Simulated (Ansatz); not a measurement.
The parent structure is HfO2 in the fluorite structure (space group Fm-3m, No. 225; a = 5.0010 Å). Axes: x, y, z lie along the cube axes.

Calculations: Ansatz (a quantum-chemistry and plane-wave program), LDA, PAW, cutoff 420 eV, without spin-orbit coupling.

Strains are applied to the cell and any free atomic positions relax.

One change was made to it. Results:

```tsv
quantity	base	after
electron mass	1.1 mₑ along k, 0.68 mₑ across (at X)	1.6 mₑ along z, 0.50 mₑ across (at Γ)
band gap	3.66 eV	3.46 eV
```

Task: Which change produced these results?
(A) uniaxial strain ε_zz = −2.50 %
(B) uniaxial strain ε_zz = +3.00 %
(C) uniaxial strain ε_zz = −0.50 %
(D) uniaxial strain ε_zz = −3.00 %

Result: A, uniaxial strain ε_zz = −2.50 %. For comparison, the band gap in the other runs: uniaxial strain ε_zz = −0.50 % gives 3.64 eV; uniaxial strain ε_zz = −3.00 % gives 3.39 eV; uniaxial strain ε_zz = +3.00 % gives 3.38 eV.

Spin-orbit coupling, missing from the scalar runs, can matter with Hf. Masses are band curvatures over ±0.01 Å⁻¹ around the edge. Along k means along the line from Γ to the band edge. Whether these cells are dynamically stable was not tested. This is not the structure that HfO2 has at room temperature and ambient pressure.
